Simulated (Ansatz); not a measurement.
# Hypothetical diamond Mg: thickness series

Consider Mg in the diamond structure (space group Fd-3m, No. 227; a = 6.8713 Å; a hypothetical phase, not in the database extracts checked). Axes: x, y, z lie along the cube axes.

Free-standing slabs (2 atom(s) a layer) normal to [110] with 15 Å of vacuum; in-plane cell held at bulk.

Calculations: PBE/PAW in Ansatz (a program for electronic structure), without spin-orbit coupling.

Computed cases, in order: 1 layer; 2 layers; 3 layers; 4 layers; 5 layers; 6 layers; 7 layers.

Task: Between which two neighbouring cases does the band gap open or close?

Result: Between 1 layer (0.28 eV) and 2 layers (zero). The whole series: 1 layer: 0.28 eV; 2 layers: zero; 3 layers: zero; 4 layers: zero; 5 layers: zero; 6 layers: zero; 7 layers: zero.

Whether these cells are dynamically stable was not tested.
